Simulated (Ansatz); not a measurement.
# WC under a change: pressure 4.5 GPa

The parent structure is WC (space group P-6m2, No. 187; a = 2.898 Å, c = 2.828 Å).

It is then changed as follows: cell and atoms relaxed at a pressure of 4.5 GPa.

Level of theory: PBEsol (Ansatz, a program for electronic structure), without spin-orbit coupling. k-mesh 18×18×16 (Γ-centred); smearing 0.05 eV (Fermi–Dirac).

```json
[
 {"quantity": "volume per atom", "base": "10.29 Å³", "changed": "10.18 Å³", "shift": "-0.11 Å³"},
 {"quantity": "c/a ratio", "base": "0.976", "changed": "0.977", "shift": "+0.001"},
 {"quantity": "enthalpy H = E + PV relative to the base's energy", "base": "–", "changed": "+0.29 eV/atom", "shift": "–"},
 {"quantity": "band gap", "base": "zero", "changed": "zero", "shift": "–"}
]
```

Load acts through the strain it causes; cell and atoms are relaxed under it. Whether these cells are dynamically stable was not tested. The final runs are not spin-polarised.
